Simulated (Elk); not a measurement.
Input and output of a self-consistent single point for ScV2Ga4 (I4/mmm, 7 atoms in the cell) (Elk).

Level of theory: LDA (PW92), all-electron FP-LAPW, Elk's shipped species files, APW+lo basis with extra local orbitals (Elk).

The change in words: lattice scaled by 0.98. Reference geometry:
```
CELL_PARAMETERS angstrom
     -3.22716     3.22716     2.57442
      3.22716    -3.22716     2.57442
      3.22716     3.22716    -2.57442
ATOMIC_POSITIONS crystal
  Sc 0.00000 0.00000 0.00000
  V  0.75000 0.25000 0.50000
  V  0.25000 0.75000 0.50000
  Ga 0.30087 0.30087 0.60174
  Ga 0.69913 0.69913 0.39826
  Ga 0.30087 0.69913 0.00000
  Ga 0.69913 0.30087 0.00000
```

Reference input (self-consistent single point, DFT, LDA (PW92), all-electron FP-LAPW, Elk's shipped species files, APW+lo basis with extra local orbitals): xctype = 3; rgkmax = 7.5; stype = 0; swidth = 0.00183747 Ha; ngridk = 5 5 5; gmaxvr = 14 1/bohr; nxlo = 2; lorbcnd = true; rmtscf = 0.95; lmaxi = 2. This run's input differs from it in these lines:

```diff
@@ -31,5 +31,5 @@
 avec
-   -6.0984580090    6.0984580090    4.8649392811
-    6.0984580090   -6.0984580090    4.8649392811
-    6.0984580090    6.0984580090   -4.8649392811
+   -5.9764894157    5.9764894157    4.7676410624
+    5.9764894157   -5.9764894157    4.7676410624
+    5.9764894157    5.9764894157   -4.7676410624
```

Output (repeated stretches shortened):

```
│ Self-consistent loop started │
│ Loop number : 1 │
 total energy                :     -10424.7518146
│ Loop number : 2 │
 total energy                :     -10424.4677011
RMS change in Kohn-Sham potential (target) :   0.2318820665     (  0.1000000000E-05)
Absolute change in total energy (target)   :   0.2841135328     (  0.1000000000E-03)
│ Loop number : 3 │
 total energy                :     -10427.2531273
RMS change in Kohn-Sham potential (target) :   0.1579944653     (  0.1000000000E-05)
Absolute change in total energy (target)   :    2.714397832     (  0.1000000000E-03)
│ Loop number : 4 │
   [... lines left out ...]
Absolute change in total energy (target)   :   0.1361502871E-02 (  0.1000000000E-03)
│ Loop number : 15 │
 total energy                :     -10422.7982049
RMS change in Kohn-Sham potential (target) :   0.3171271225E-05 (  0.1000000000E-05)
Absolute change in total energy (target)   :   0.5091537987E-03 (  0.1000000000E-03)
│ Loop number : 16 │
 total energy                :     -10422.7983446
RMS change in Kohn-Sham potential (target) :   0.6659796752E-06 (  0.1000000000E-05)
Absolute change in total energy (target)   :   0.1244769010E-04 (  0.1000000000E-03)
Convergence targets achieved

│ Loop number : 17 │

Energies :
 Fermi                       :     0.326210670297
 total energy                :     -10422.7983805

Density of states at Fermi energy :    163.6806180
 (states/Hartree/unit cell)

Estimated indirect band gap :   0.8202776614E-03
 from k-point     14 to k-point      5
Estimated direct band gap   :   0.1199448507E-02
 at k-point     14

Charges :
 core                        :    102.0000000
 valence                     :    89.00000000
 interstitial                :    10.38613173
 muffin-tins (core leakage)
  species :    1 (Sc)
   atom    1                 :    19.01704497     (  0.1207832234E-07)
  species :    2 (V)
   atom    1                 :    21.45095770     (  0.4380211749E-09)
   atom    2                 :    21.45095770     (  0.4380211749E-09)
   [... lines left out ...]
   atom    2                 :    29.67372697     (  0.1482887211E-02)
   atom    3                 :    29.67372697     (  0.1482887211E-02)
   atom    4                 :    29.67372697     (  0.1482887211E-02)
 total in muffin-tins        :    180.6138683
 total calculated charge     :    190.9890288
 total charge                :    191.0000000
 error                       :   0.1097124461E-01

│ Self-consistent loop stopped │
```

The run converged in 17 iterations. The count includes the last loop, which Elk runs after its targets are met. Against the reference run the total energy drops by 17.2 meV/atom.

The starting cell comes from a database of computed structures (which also holds hypothetical and non-ambient phases and stackings), without a prior relaxation at this level. For this run, on top of that: lattice scaled by 0.98. Spin polarisation is off. Values depend on the basis (sphere radii, cutoffs, local orbitals), which need not be converged. The log's line on a gap gives a spacing of levels on this mesh, which the program prints for metals too.

Cost on one core of a shared machine: roughly 70 s.
